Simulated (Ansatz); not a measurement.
The reference is Hf in the hcp (Mg type) structure (space group P6_3/mmc, No. 194; relaxed with 0.1 eV smearing).

```xyz
2
Lattice="3.1581 0.0000 0.0000 -1.5791 2.7350 0.0000 0.0000 0.0000 5.0045" Properties=species:S:1:pos:R:3 pbc="T T T"
Hf     1.5791     0.9117     3.7534
Hf     0.0000     1.8233     1.2511
```

Cartesian axes are those of the cell as printed.

Level of theory: plane-wave PAW DFT at the PBEsol level (Ansatz, a program for electronic structure, 420 eV), no SOC.

Before the change:

* **Band gap**: zero
* **Shortest interatomic distance**: 3.096 Å

Modification: the cell is compressed by 1.00 % along z with no lateral relaxation, atoms relaxed at fixed cell.

Question: Predict the new stress.

Answer: The stress (xx, yy, zz, yz, xz, xy; compression positive) comes out as (0.8, 0.8, 2.1, 0.0, 0.0, 0.0) GPa.

Question: Predict the new band gap.

Answer: The band gap remains zero.

Question: Predict the new energy relative to the base.

Answer: The energy rises by 1.4 meV/atom.

Question: Predict the new shortest interatomic distance.

Answer: The shortest interatomic distance falls by 0.020 Å to 3.076 Å.

The cells carry an imposed strain or load. Stability against distortions was not tested. All final runs are without spin polarisation.
